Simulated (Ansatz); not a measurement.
Density of states of AlN (P6_3mc, 12 atoms in the cell).

```yaml
crystal:
  lattice:
    - [3.14852, 0.00000, 0.00000]
    - [-1.57426, 2.72670, 0.00000]
    - [0.00000, 0.00000, 15.44964]
  atoms:
    - { symbol: Al, position: [0.00000, 0.00000, 0.00000] }
    - { symbol: Al, position: [0.00000, 0.00000, 0.50000] }
    - { symbol: Al, position: [0.66667, 0.33333, 0.83325] }
    - { symbol: Al, position: [0.33333, 0.66667, 0.33325] }
    - { symbol: Al, position: [0.66667, 0.33333, 0.16650] }
    - { symbol: Al, position: [0.33333, 0.66667, 0.66650] }
    - { symbol: N, position: [0.00000, 0.00000, 0.87460] }
    - { symbol: N, position: [0.00000, 0.00000, 0.37460] }
    - { symbol: N, position: [0.66667, 0.33333, 0.70785] }
    - { symbol: N, position: [0.33333, 0.66667, 0.20785] }
    - { symbol: N, position: [0.66667, 0.33333, 0.04150] }
    - { symbol: N, position: [0.33333, 0.66667, 0.54150] }
```

Level of theory: PBEsol, PAW files made with PBE (plane waves; Ansatz, a first-principles code).

SCF settings: basis.ecutwfc = 420 eV; kpoints.mp_grid.grid = 12 12 3; hamiltonian.xc = pbesol; hamiltonian.pseudopotentials = {kind: paw} (the program's default PAW files); scf.occupations.method = methfessel_paxton; scf.occupations.width = 0.1 eV. Keys of the DOS step: output.dos.nscf_kmesh.grid = 18 18 5; output.dos.method = {smearing: {sigma: 0.1}} eV.

The starting cell was generated: these elements placed on a structure prototype, without a prior relaxation; it need not be a known phase or ordering of this composition. Its lattice was rescaled by a random factor within 2.5 % of one.

Total DOS (both spins), as means of the tabulated values in each energy bin; the zero is the program's Fermi level or highest filled level, and the curve is cut to this window:

```json
[
 {"E (eV)": "-7.75", "states/eV/cell": "0.02"},
 {"E (eV)": "-7.25", "states/eV/cell": "1.66"},
 {"E (eV)": "-6.75", "states/eV/cell": "4.52"},
 {"E (eV)": "-6.25", "states/eV/cell": "9.11"},
 {"E (eV)": "-5.75", "states/eV/cell": "4.41"},
 {"E (eV)": "-5.25", "states/eV/cell": "3.34"},
 {"E (eV)": "-4.75", "states/eV/cell": "4.51"},
 {"E (eV)": "-4.25", "states/eV/cell": "5.65"},
 {"E (eV)": "-3.75", "states/eV/cell": "7.60"},
 {"E (eV)": "-3.25", "states/eV/cell": "9.34"},
 {"E (eV)": "-2.75", "states/eV/cell": "11.7"},
 {"E (eV)": "-2.25", "states/eV/cell": "8.84"},
 {"E (eV)": "-1.75", "states/eV/cell": "1.32"},
 {"E (eV)": "-1.25", "states/eV/cell": "0.00"},
 {"E (eV)": "-0.75", "states/eV/cell": "0.00"},
 {"E (eV)": "-0.25", "states/eV/cell": "0.00"},
 {"E (eV)": "0.25", "states/eV/cell": "0.00"},
 {"E (eV)": "0.75", "states/eV/cell": "0.00"},
 {"E (eV)": "1.25", "states/eV/cell": "0.00"},
 {"E (eV)": "1.75", "states/eV/cell": "0.14"},
 {"E (eV)": "2.25", "states/eV/cell": "1.02"},
 {"E (eV)": "2.75", "states/eV/cell": "1.55"},
 {"E (eV)": "3.25", "states/eV/cell": "2.18"},
 {"E (eV)": "3.75", "states/eV/cell": "4.30"},
 {"E (eV)": "4.25", "states/eV/cell": "5.57"}
]
```

The gap on the SCF mesh is 3.64 eV.

Keys are those of Ansatz 0.2.
